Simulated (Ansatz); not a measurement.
# CsLiBr₂ (space group P4/nmm, No. 129; a cell from a computed database, its experimental status unchecked)

```yaml
crystal:
  lattice:
    - [5.18737, 0.00000, 0.00000]
    - [0.00000, 5.18737, 0.00000]
    - [0.00000, 0.00000, 9.94298]
  atoms:
    - { symbol: Cs, position: [0.00000, 0.50000, 0.29959] }
    - { symbol: Cs, position: [0.50000, 0.00000, 0.70041] }
    - { symbol: Li, position: [0.50000, 0.00000, 0.08368] }
    - { symbol: Li, position: [0.00000, 0.50000, 0.91632] }
    - { symbol: Br, position: [0.00000, 0.50000, 0.66542] }
    - { symbol: Br, position: [0.50000, 0.00000, 0.33458] }
    - { symbol: Br, position: [0.00000, 0.00000, 0.00000] }
    - { symbol: Br, position: [0.50000, 0.50000, 0.00000] }
```

All numbers come from Kohn–Sham DFT with the r2SCAN functional, run in Ansatz (a quantum-chemistry and plane-wave program) with PAW and 500 eV plane waves, scalar-relativistic without spin-orbit coupling, earlier PAW set. Γ-centred 7×7×4 mesh, Fermi–Dirac width 0.05 eV.

```yaml
volume_per_atom: 33.44 Å³
density: 3.72 g/cm³
band_gap: 4.97 eV, indirect, A → Γ
electron_mass: 0.36 mₑ
total_energy: -2871.126 eV/atom (σ→0; compares only within this code and set-up)
```

Effective masses come from finite differences of ±0.01 Å⁻¹. Stability against distortions was not tested.
